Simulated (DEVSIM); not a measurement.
**Schottky contact on p-type Si**

Device: Schottky contact on p-type Si, at 300 K.

| layer (left to right) | material | thickness (μm) | Na (cm⁻³) | τn (s) | τp (s) |
|---|---|---|---|---|---|
| 1 | Si | 0.320 | 5.1e16 | 0.00013 | 0.00013 |

Left contact: Schottky, work function 4.424 eV, emission velocity 4.9e6 cm/s. Right contact: ohmic. Voltage is applied to the left contact. Recombination: SRH at mid-gap, radiative, Auger. Gap narrowing is on: ΔEg = 6.92 meV × (l + √(l² + 0.5)), l = ln(N/1.3e17 cm⁻³), shared equally by both band edges. Mobility is μmin + (μ − μmin)/(1 + (N/Nref)^α).

The device is made up for the run: typed textbook-type constants, with dimensions and the other settings drawn at random. Values at 300 K.

| parameter | Si |
|---|---|
| gap (eV) | 1.124 |
| affinity (eV) | 4.05 |
| permittivity | 11.7 |
| Nc (cm⁻³) | 2.86e19 |
| Nv (cm⁻³) | 3.1e19 |
| μn (cm²/Vs) | 1417 |
| μp (cm²/Vs) | 470 |
| μn,min | 52 |
| μp,min | 45 |
| Nref,n | 9.7e16 |
| Nref,p | 2.2e17 |
| αn | 0.68 |
| αp | 0.72 |
| B (cm³/s) | 4.7e-15 |
| Cn (cm⁶/s) | 2.8e-31 |
| Cp (cm⁶/s) | 9.9e-32 |

DEVSIM, 1D drift-diffusion, Boltzmann statistics, complete ionisation; no tunnelling, impact ionisation, image-force lowering or self-heating. Metal contacts follow the ideal Schottky-Mott rule: no Fermi-level pinning, no interface dipoles.

```json
{
  "potential_step_across_the_device_at_zero_bias": "0.583 V",
  "largest_field_in_the_device_at_zero_bias": "93000 V/cm",
  "Dark forward voltage at 1 A/cm²": "0.315 V",
  "Dark forward voltage at 100 A/cm²": "0.438 V"
}
```

Dark reverse current:

```json
[
 {"V (V)": "0.10", "J (A/cm²)": "5.4e-6"},
 {"V (V)": "0.25", "J (A/cm²)": "5.6e-6"},
 {"V (V)": "0.50", "J (A/cm²)": "5.7e-6"},
 {"V (V)": "0.75", "J (A/cm²)": "5.8e-6"},
 {"V (V)": "1.00", "J (A/cm²)": "5.8e-6"},
 {"V (V)": "1.50", "J (A/cm²)": "5.9e-6"},
 {"V (V)": "2.00", "J (A/cm²)": "5.9e-6"},
 {"V (V)": "2.50", "J (A/cm²)": "6.0e-6"},
 {"V (V)": "3.25", "J (A/cm²)": "6.0e-6"}
]
```

Small-signal capacitance in reverse bias (quasi-static):

```csv
V (V),C (nF/cm²)
0.1,80.3
0.25,72.4
0.5,63.3
0.75,56.9
1,52.1
1.5,45.4
2,40.7
2.5,37.2
3.25,33.9
```
